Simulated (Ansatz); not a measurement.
Structures of equal composition on the (0001) surface of wurtzite CdSe (Cd plane on top): 2x2 Al adatom at H3; 2x2 Al adatom at T4. The slabs share one bottom face, and each structure is named by its start. These are constructed structures in small cells; real faces may alloy, dewet or reconstruct in larger ones, and not all known structures of the face are among them. Slabs of about 15 Å with all that they carry, Fermi-Dirac smearing of 0.025 eV. Bottom of the slabs: H caps. Relaxed from the named starts with such symmetry as they have, on meshes of like density; energies extrapolated to zero smearing; no spin-orbit coupling, no U. Spin-polarised runs, if any, are marked in brackets, and their order is one that fits the cell; the others ran without spin. Where a second, spin-polarised start was run, the lower counts.

Host crystal: wurtzite CdSe, with a band gap (PBE, scalar-relativistic without spin-orbit coupling).

Computed with PBE (plane waves to 420 eV, PAW; Ansatz, an electronic-structure program).

Question: Order them by energy per 1x1 cell (lowest first) at the level PBE.

Answer: 2x2 Al adatom at T4 (0.000 eV [spin, 0.8 μB a cell], no gap over 0.04 eV on the mesh), 2x2 Al adatom at H3 (0.059 eV [spin, 1.2 μB a cell], no gap over 0.04 eV on the mesh)
